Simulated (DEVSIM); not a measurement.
System: Si n-i-p diode, at 300 K.

```tsv
layer (left to right)	material	thickness (μm)	Nd (cm⁻³)	Na (cm⁻³)	τn (s)	τp (s)
1	Si	0.910	1.5e18	-	0.00019	0.00019
2	Si	27.0	-	2.9e13	0.00019	0.00019
3	Si	0.680	-	3.7e18	1.9e-5	0.00019
```

Left contact: ohmic. Right contact: ohmic. Voltage is applied to the left contact. Recombination: SRH at mid-gap, Auger. Mobility is constant in doping.

Constants are typed, rounded textbook-type inputs, not results; the design itself was drawn at random and stands for no fabricated device. Values at 300 K.

```csv
parameter,Si
gap (eV),1.124
affinity (eV),4.05
permittivity,11.7
Nc (cm⁻³),2.86e19
Nv (cm⁻³),3.1e19
μn (cm²/Vs),1417
μp (cm²/Vs),470
Cn (cm⁶/s),2.8e-31
Cp (cm⁶/s),9.9e-32
```

DEVSIM, 1D drift-diffusion, Boltzmann statistics, complete ionisation; no tunnelling, impact ionisation, image-force lowering or self-heating.

Q: Give the dark forward current.

A: 
(V (V), J (A/cm²)): (-0.05, -6.7e-10); (-0.10, -2.8e-9); (-0.15, -1.1e-8); (-0.20, -5.0e-8); (-0.25, -2.6e-7); (-0.30, -1.5e-6); (-0.35, -9.0e-6); (-0.40, -4.6e-5); (-0.45, -0.00023); (-0.50, -0.0013); (-0.55, -0.0080); (-0.60, -0.053); (-0.65, -0.35); (-0.70, -2.3); (-0.75, -13); (-0.80, -67); (-0.85, -260); (-0.90, -790); (-0.95, -1900); (-1.00, -3700)
